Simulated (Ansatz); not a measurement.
We consider C (model structure, Ibam, No. 72, 6 atoms in the cell), described by r²SCAN (Ansatz, an electronic-structure program, plane waves, PAW).

Numerical settings: plane-wave cutoff 560 eV, 14×14×14 k mesh, Fermi–Dirac smearing 0.01 eV, scalar-relativistic PAW data made under PBE.

The cell is the one relaxed with PBEsol. Conventional cell: a = 2.6456 Å, b = 5.5224 Å, c = 4.6452 Å, α = 90.00°, β = 90.00°, γ = 90.00°.

```
CELL_PARAMETERS angstrom
      3.60769    -1.32281    -0.05624
      3.60769     1.32281    -0.05624
     -2.93444     0.00000     3.60103
ATOMIC_POSITIONS crystal
  C  0.34719 0.99308 0.67014
  C  0.65281 0.00692 0.32986
  C  0.00692 0.65281 0.82986
  C  0.99308 0.34719 0.17014
  C  0.00000 0.00000 0.25000
  C  0.00000 0.00000 0.75000
```

Task: List the 16 lowest band energies at Γ above −25 eV (eV, relative to the valence band maximum), grouping those that round alike.

Result: At Γ: -23.30, -15.16, -14.85, -12.68, -11.74, -8.95, -8.41, -5.07, -4.54, -4.27, -2.83, -1.35, 4.68, 4.98, 6.66, 7.75.

Note: the relaxation could raise the start's symmetry but not lower it, so the cell can be a saddle point; cell and atoms aren't relaxed at this level (largest force component 0.11 eV/Å, pressure 4.2 GPa).

A model structure was made by putting elements into a prototype or built by hand; it is no filed structure, need not be a known phase, and can be a saddle point held by its symmetry.
